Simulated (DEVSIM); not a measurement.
Structure: abrupt Si p-n junction, at 250 K.

```csv
layer (left to right),material,thickness (μm),Nd (cm⁻³),Na (cm⁻³),τn (s),τp (s)
1,Si,0.150,-,7.2e18,0.00041,0.00041
2,Si,31.0,7.2e16,-,0.00041,0.00041
```

Left contact: ohmic. Right contact: ohmic. Voltage is applied to the left contact. Recombination: SRH at mid-gap, radiative. Gap narrowing is on: ΔEg = 6.92 meV × (l + √(l² + 0.5)), l = ln(N/1.3e17 cm⁻³), shared equally by both band edges. Mobility is μmin + (μ − μmin)/(1 + (N/Nref)^α).

This is a model device: material constants are rounded textbook-type values typed into the input, and sizes, dopings and lifetimes were drawn at random. Values at 300 K; Nc and Nv go as T^1.5, mobilities as T to minus their exponent, the gap by Varshni's rule with the affinity fixed.

| parameter | Si |
|---|---|
| gap (eV) | 1.124 |
| affinity (eV) | 4.05 |
| permittivity | 11.7 |
| Nc (cm⁻³) | 2.86e19 |
| Nv (cm⁻³) | 3.1e19 |
| μn (cm²/Vs) | 1417 |
| μp (cm²/Vs) | 470 |
| μn,min | 52 |
| μp,min | 45 |
| Nref,n | 9.7e16 |
| Nref,p | 2.2e17 |
| αn | 0.68 |
| αp | 0.72 |
| T exponent of μn | 2.3 |
| T exponent of μp | 2.2 |
| B (cm³/s) | 4.7e-15 |
| Varshni α (eV/K) | 0.000473 |
| Varshni β (K) | 636 |

Simulated with DEVSIM: 1D drift-diffusion, Boltzmann statistics, complete ionisation; no tunnelling, impact ionisation, image-force lowering or self-heating.

Task: Tabulate band edges, carrier densities and field at zero bias.

Result: Energies count from the Fermi level of the right contact; mesh points crowd at the junctions.

| x (μm) | Ec (eV) | Ev (eV) | n (cm⁻³) | p (cm⁻³) | field (V/cm) |
|---|---|---|---|---|---|
| 0.000 | 1.055 | -0.026 | < 1e2 | 7.2e18 | ≈ 0 |
| 0.02136 | 1.055 | -0.026 | < 1e2 | 7.2e18 | ≈ 0 |
| 0.05792 | 1.055 | -0.026 | < 1e2 | 7.2e18 | ≈ 0 |
| 0.1016 | 1.055 | -0.026 | < 1e2 | 7.2e18 | ≈ 0 |
| 0.1423 | 1.054 | -0.026 | < 1e2 | 7.2e18 | -1100 |
| 0.1606 | 0.908 | -0.226 | < 1e2 | 6.6e14 | -130000 |
| 0.1982 | 0.497 | -0.637 | 2.1e9 | 3400000 | -89000 |
| 0.3104 | 0.124 | -1.009 | 6.8e16 | < 1e2 | -1000 |
| 0.4948 | 0.123 | -1.011 | 7.2e16 | < 1e2 | ≈ 0 |
| 0.8942 | 0.123 | -1.011 | 7.2e16 | < 1e2 | ≈ 0 |
| 1.662 | 0.123 | -1.011 | 7.2e16 | < 1e2 | ≈ 0 |
| 4.211 | 0.123 | -1.011 | 7.2e16 | < 1e2 | ≈ 0 |
| 8.294 | 0.123 | -1.011 | 7.2e16 | < 1e2 | ≈ 0 |
| 16.86 | 0.123 | -1.011 | 7.2e16 | < 1e2 | ≈ 0 |
| 25.57 | 0.123 | -1.011 | 7.2e16 | < 1e2 | ≈ 0 |
| 28.37 | 0.123 | -1.011 | 7.2e16 | < 1e2 | ≈ 0 |
| 29.83 | 0.123 | -1.011 | 7.2e16 | < 1e2 | ≈ 0 |
| 30.50 | 0.123 | -1.011 | 7.2e16 | < 1e2 | ≈ 0 |
| 30.92 | 0.123 | -1.011 | 7.2e16 | < 1e2 | ≈ 0 |
| 31.05 | 0.123 | -1.011 | 7.2e16 | < 1e2 | ≈ 0 |
| 31.11 | 0.123 | -1.011 | 7.2e16 | < 1e2 | ≈ 0 |
| 31.15 | 0.123 | -1.011 | 7.2e16 | < 1e2 | ≈ 0 |
